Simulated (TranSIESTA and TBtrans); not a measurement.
Run with TranSIESTA and TBtrans (open boundaries, self-consistent; PseudoDojo norm-conserving potentials, scalar-relativistic): PAO.BasisSize DZP, PAO.EnergyShift 0.15 eV, XC.Authors PBE, Mesh.Cutoff 200 Ry, ElectronicTemperature 300 K, TS.Voltage 0.0 eV, TBT.Elecs.Eta 0.001 eV, no spin polarisation.

Device: Na chain with one S atom inserted. Leads: straight Na chain, spacing 3.498 Å. Geometry: as built, not relaxed.

**Question.** Predict: conductance at 300 K (G0 = 2e²/h); thermopower (μV/K); mean T from −0.5 to 0.5 eV.

**Answer.** conductance at 300 K (G0 = 2e²/h): 0.13; thermopower (μV/K): 3.0; mean T from −0.5 to 0.5 eV: 0.11. The straight chain is held at its spacing; free chains may zigzag or dimerise. No spin-polarised start was tried, so a magnetic state, if there is one, is missed.
